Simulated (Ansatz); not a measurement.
**Converging shifted k-point meshes: YAl2 (R3m, 6 atoms in the cell)**

```
CELL_PARAMETERS angstrom
      0.00000     3.91266     3.91266
      3.91266     0.00000     3.91266
      3.91266     3.91266     0.00000
ATOMIC_POSITIONS crystal
  Y  0.75369 0.75369 0.75369
  Y  0.50000 0.50000 0.50000
  Al 0.12500 0.62500 0.12500
  Al 0.12500 0.12500 0.12500
  Al 0.62500 0.12500 0.12500
  Al 0.12500 0.12500 0.62500
```

Computed with PBEsol, default PAW files made with PBE (plane waves; Ansatz, an electronic-structure program).

Base settings: basis.ecutwfc = 420 eV; kpoints.mp_grid.grid = 7 7 7; hamiltonian.xc = pbesol; hamiltonian.pseudopotentials = {kind: paw} (the program's default PAW files); scf.occupations.method = fermi_dirac; scf.occupations.width = 0.1 eV.

In this ladder: kpoints.mp_grid.shift = 0.5 0.5 0.5.

Only quantities that move along the ladder and can be compared are tabulated.

The count of work is k-points × plane waves × bands × iterations; it is no time. Core times come from one kind of shared machine, to one figure; runs under 30 s give none.

The starting cell comes from a database of computed structures (which also holds hypothetical and non-ambient phases and stackings), without a prior relaxation at this level. Its lattice was rescaled by up to half a per cent. One atom was moved a little off its site on purpose. Ansatz's pressure includes its estimate of the finite-basis (Pulay) stress.

| kpoints.mp_grid.grid | free energy less the last step's (meV/atom) | pressure (GPa) | largest difference of a force vector from the last step's (eV/Å) | count of work / last | core time / last (rough) |
|---|---|---|---|---|---|
| 1 1 1 | 245.02 | -0.34 | 3.739 | 0.0014 | – |
| 2 2 2 | -27.11 | -0.84 | 0.115 | 0.0018 | – |
| 3 3 3 | 0.13 | -0.54 | 0.122 | 0.0046 | – |
| 4 4 4 | 0.64 | -0.58 | 0.010 | 0.0077 | – |
| 5 5 5 | 0.79 | -0.53 | 0.026 | 0.015 | – |
| 6 6 6 | -0.22 | -0.54 | 0.015 | 0.022 | – |
| 7 7 7 | 0.05 | -0.54 | 0.014 | 0.034 | – |
| 8 8 8 | -0.05 | -0.55 | 0.003 | 0.046 | – |
| 9 9 9 | -0.02 | -0.54 | 0.002 | 0.065 | – |
| 10 10 10 | 0.02 | -0.55 | 0.003 | 0.085 | – |
| 11 11 11 | -0.02 | -0.54 | 0.002 | 0.11 | – |
| 12 12 12 | 0.01 | -0.54 | 0.001 | 0.14 | – |
| 13 13 13 | 0.00 | -0.54 | 0.000 | 0.18 | 0.2 |
| 14 14 14 | 0.00 | -0.54 | 0.000 | 0.22 | 0.2 |
| 16 16 16 | 0.00 | -0.54 | 0.000 | 0.31 | 0.3 |
| 18 18 18 | 0.00 | -0.54 | 0.000 | 0.44 | 0.3 |
| 19 19 19 | 0.00 | -0.54 | 0.000 | 0.52 | 0.4 |
| 22 22 22 | 0.00 | -0.54 | 0.000 | 0.78 | 0.6 |
| 24 24 24 | 0.00 | -0.54 | 0.000 | 1.0 | 1 |

Coarsest kpoints.mp_grid.grid that holds the forces within 0.005 eV/Å of the last step, with all finer ones: 8 8 8, at 0.046 of the last step's count of work; the step before is off by 0.014 eV/Å.

Coarsest kpoints.mp_grid.grid that holds the free energy within 1 meV/atom of the last step, with all finer ones: 3 3 3, at 0.0046 of the last step's count of work; the step before is off by 27 meV/atom.

Coarsest kpoints.mp_grid.grid that holds the pressure within 0.1 GPa of the last step, with all finer ones: 3 3 3, at 0.0046 of the last step's count of work; the step before is off by 0.29 GPa.

Keys are those of Ansatz 0.2.
